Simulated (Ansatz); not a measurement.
**Band gap (eV)**

Cell A: MgTe (zinc blende, F-43m), 2 atoms in the cell, k-point mesh 10×10×10 on the run's own vectors. Conventional cell: a = 6.509 Å, b = 6.509 Å, c = 6.509 Å, α = 90.00°, β = 90.00°, γ = 90.00°.

Cell B: CdTe (zinc blende, F-43m), 2 atoms in the cell, k-point mesh 10×10×10 on the run's own vectors. Conventional cell: a = b = c = 6.6198 Å, α = β = γ = 90.00°.

Plane-wave PAW calculations with Ansatz (a program for electronic structure), its PAW set soft_1, cutoff 420 eV. The structures are at rest with PBE; other levels are single points on them. HSE06 runs on coarser k-point meshes, which give the PBE gaps of the finer ones within 0.03 eV. Neutral cells; Fermi-Dirac smearing of at most 0.05 eV in the solids, energies taken to zero width. The lattices are those relaxed with PBE, so at other levels the solids can be strained, which adds to the spread. The runs are scalar-relativistic, without spin-orbit coupling. A dispersion term ran beside these levels; it doesn't touch the electrons. Gaps are highest filled to lowest empty Kohn-Sham level on the run's k-point mesh, states of defects and surfaces included; edges off the mesh make the true gap smaller, and under 0.08 eV counts as none; a gap is called direct where the least direct separation is within 0.02 eV of it.

```csv
cell,PBE,HSE06
A,2.33 (direct),3.17
B,0.58 (direct),___
```

Question: Complete the blanks.

Answer: 
- B, HSE06: 1.42
